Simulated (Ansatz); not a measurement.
# Rh3Si2: point defects

The parent structure is a 15-atom supercell of Rh3Si2 (space group P-3m1, No. 164; a cell from a computed database, its experimental status unchecked) at its relaxed geometry.

```yaml
crystal:
  lattice:
    - [5.93697, -3.42771, 0.00000]
    - [0.00000, 6.85542, 0.00000]
    - [5.93697, 3.42771, 5.03608]
  atoms:
    - { symbol: Si, position: [0.80194, 0.13527, 0.19806] }
    - { symbol: Si, position: [0.46860, 0.46860, 0.19806] }
    - { symbol: Si, position: [0.13527, 0.80194, 0.19806] }
    - { symbol: Si, position: [0.53140, 0.53140, 0.80194] }
    - { symbol: Si, position: [0.19806, 0.86473, 0.80194] }
    - { symbol: Si, position: [0.86473, 0.19806, 0.80194] }
    - { symbol: Rh, position: [0.32658, 0.65991, 0.67342] }
    - { symbol: Rh, position: [0.99324, 0.99324, 0.67342] }
    - { symbol: Rh, position: [0.65991, 0.32658, 0.67342] }
    - { symbol: Rh, position: [0.00676, 0.00676, 0.32658] }
    - { symbol: Rh, position: [0.67342, 0.34009, 0.32658] }
    - { symbol: Rh, position: [0.34009, 0.67342, 0.32658] }
    - { symbol: Rh, position: [0.00000, 0.00000, 0.00000] }
    - { symbol: Rh, position: [0.66667, 0.33333, 0.00000] }
    - { symbol: Rh, position: [0.33333, 0.66667, 0.00000] }
```

One neutral defect a cell, atoms relaxed at fixed cell.

Level of theory: PBEsol (Ansatz, a program for electronic structure), no spin-orbit coupling, earlier PAW set.

| variant | pressure | largest displacement of a host atom from its site in the perfect cell |
|---|---|---|
| perfect supercell | 0.0 GPa | – |
| Si interstitial (started 2.45 Å from the nearest host atom), symmetric start | 10.7 GPa | 0.06 Å |
| Mg on a Si site, symmetric start | 3.9 GPa | 0.09 Å |
| H interstitial (started 2.10 Å from the nearest host atom), symmetric start | 2.4 GPa | 0.07 Å |

In so small a cell the defect repeats every few ångströms: this is an ordered compound, not a dilute defect. The defect started on the symmetric site and kept its symmetry, so it may sit on a saddle. All final runs are without spin polarisation. An odd electron count without spin: Rh9Si7, Rh3Si2 and MgRh9Si5.
